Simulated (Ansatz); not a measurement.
Results of HSE06 (PAW; Ansatz, an electronic-structure program) for BBi (model structure, started from the zincblende type, F-43m, No. 216, 2 atoms in the cell).

Run with plane-wave cutoff 500 eV, 8×8×8 k mesh, Fermi–Dirac smearing 0.05 eV, scalar-relativistic PAW data made under PBE.

Cell (relaxed with r²SCAN):

```cif
data_B4Bi4
_chemical_formula_sum 'Bi4 B4'
_space_group_name_H-M_alt 'F-43m'
_space_group_IT_number 216
_space_group_name_Hall 'F -4 2 3'
_cell_length_a 5.49140
_cell_length_b 5.49140
_cell_length_c 5.49140
_cell_angle_alpha 90.000
_cell_angle_beta 90.000
_cell_angle_gamma 90.000
loop_
_atom_site_label
_atom_site_type_symbol
_atom_site_symmetry_multiplicity
_atom_site_Wyckoff_symbol
_atom_site_fract_x
_atom_site_fract_y
_atom_site_fract_z
_atom_site_occupancy
Bi1 Bi 4 d 0.75000 0.75000 0.75000 1
B1 B 4 a 0.00000 0.00000 0.00000 1
```
(The calculation used a cell of 2 atoms; values per cell refer to that cell.)

Q: What does this level give for the band gap?

A: 
* **band gap**: 0.88 eV (on the SCF k mesh)

Note: exact exchange on metals is sensitive to the k mesh and can open a false gap; the relaxation could raise the start's symmetry but not lower it, so the cell can be a saddle point; cell and atoms aren't relaxed at this level (pressure -1.8 GPa).

Spin–orbit coupling is not included; with these elements it can move the gap by several tenths of an eV or more.

Computed values are for the static lattice.

Computing time: roughly 3 core-minutes.

A model structure was made by putting elements into a prototype or built by hand; it is no filed structure, need not be a known phase, and can be a saddle point held by its symmetry.
